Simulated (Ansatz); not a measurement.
Base system: SnO$_{2}$ in the rutile structure (space group P4_2/mnm, No. 136; a = 4.769 Å, c = 3.212 Å). Axes: x, y, z lie along a, b, c of the conventional cell.

All numbers come from Ansatz (a program for electronic structure), PBEsol, PAW, cutoff 420 eV, scalar-relativistic without spin-orbit coupling.

Base values:

* **Valence-band top at Γ**: 0.00, -0.77, -0.77 eV
* **Volume per atom**: 12.18 Å³

Now apply this change: biaxial strain +2.38 %, plane normal [001], relaxed out of plane (Cartesian); in-plane vectors clamped, the third vector and the atoms free.

Question: Estimate the effect on the valence-band top at Γ.

Answer: The valence-band top at Γ (three highest levels, from the VBM) goes from 0.00, -0.77, -0.77 eV to 0.00, -0.79, -0.79 eV.

Question: How does this affect the volume per atom?

Answer: The volume per atom goes up by 0.39 Å³ to 12.57 Å³.

The levels and masses belong to the bands next to the band gap. No phonon test of stability was made. The base started in Imma and relaxed to P4_2/mnm at this level.
